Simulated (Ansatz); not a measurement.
Given:

```yaml
crystal:
  lattice:
    - [3.94279, 0.00000, 0.00000]
    - [0.00000, 5.57595, 0.00000]
    - [1.97140, 2.78797, 2.21056]
  atoms:
    - { symbol: O, position: [0.50000, 0.26146, 0.00000] }
    - { symbol: Ba, position: [0.00000, 0.98854, 0.00000] }
```

No spin polarisation.

The values are results of PBEsol/PAW in Ansatz (a first-principles code), no spin-orbit coupling, not measurements. k-mesh 10×10×10 (Γ-centred); smearing 0.05 eV (Fermi–Dirac).

**Question.** What is the computed space group?

**Answer.** Imm2 (No. 44).

**Question.** What gap character does the calculation give?

**Answer.** Indirect, X → Γ.

The cells carry an imposed strain or load. No phonon test of stability was made. The cell was made from BaO in the zinc blende structure (space group F-43m, No. 216; a hypothetical phase, not in the database extracts checked) by this change: biaxial strain −4.87 %, plane normal [110], relaxed out of plane.
